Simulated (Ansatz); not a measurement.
Base system: CdSe in the zinc blende structure (space group F-43m, No. 216).

```
CdSe
1.0
    0.00000     3.00374     3.00374
    3.00374     0.00000     3.00374
    3.00374     3.00374     0.00000
Cd Se
1 1
Cartesian
  0.00000   0.00000   0.00000
  1.50187   1.50187   1.50187
```

Cartesian axes are those of the cell as printed.

Level of theory: DFT with LDA, PAW potentials and a 420 eV plane-wave cutoff in Ansatz (a first-principles code), no spin-orbit coupling.

Strains are applied to the cell and any free atomic positions relax.

One change was made to it. Results:

The gap character stays direct at Γ; the valence-band top at Γ (three highest levels, from the VBM) becomes 0.00, 0.00, -0.03 eV (base: 0.00, 0.00, 0.00 eV); the pressure (mean of the normal stresses, compression positive) goes from zero to -0.56 GPa; the energy grows by 0.6 meV/atom.

### Question
Which change produced these results?
A. uniaxial strain ε_zz = −0.50 %
B. uniaxial strain ε_zz = −3.00 %
C. uniaxial strain ε_zz = +1.00 %
D. uniaxial strain ε_zz = +1.50 %

### Answer
C, uniaxial strain ε_zz = +1.00 %. For comparison, the valence-band top at Γ in the other runs: uniaxial strain ε_zz = −3.00 % gives 0.00, -0.10, -0.10 eV; uniaxial strain ε_zz = −0.50 % gives 0.00, -0.02, -0.02 eV; uniaxial strain ε_zz = +1.50 % gives 0.00, 0.00, -0.05 eV.

Stability against distortions was not tested. k-point labels follow each cell's own Brillouin zone.
